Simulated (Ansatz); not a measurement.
An Ansatz (an electronic-structure program) input (PBE (Ansatz), no spin-orbit coupling):

Ansatz 0.2 input:
```yaml
crystal:
  lattice:
    - [0, 2.3426404902, 2.3426404902]
    - [2.3426404902, 0, 2.3426404902]
    - [2.3426404902, 2.3426404902, 0]
  atoms:
    - { symbol: Zr, position: [0, 0, 0] }
    - { symbol: C, position: [0.5, 0.5, 0.5] }
basis: { ecutwfc: 420, ecutrho_ratio: 4, xc_grid: 2, fft_grid_basis: typed }
kpoints: { mp_grid: { grid: [21, 21, 21] } }
hamiltonian:
  xc: pbe
  dispersion: none
  pseudopotentials: { kind: paw }
scf: { occupations: { method: fermi_dirac, width: 0.1 }, convergence: { dr2_threshold: 0.0000000002 } }
relax: { f_tol: 0.005, max_steps: 50 }
output: { forces: true, stress: true }
checkpoint: { write: state.ck, write_every: 1000 }
```

Question: Which symmetry and how many k-points will the program report, and about how many plane waves at Γ?

Answer: Space group Fm-3m (ITA 225) with 48 operations, k-points 286 of 9261, and 531 plane waves at Γ.

Question: And the final pressure?

Answer: 3.45 GPa (compression positive).

The cells carry an imposed strain or load. Whether these cells are dynamically stable was not tested. All final runs are without spin polarisation. The cell was made from ZrC in the rock salt structure (space group Fm-3m, No. 225) by this change: isotropic strain −0.50 %.
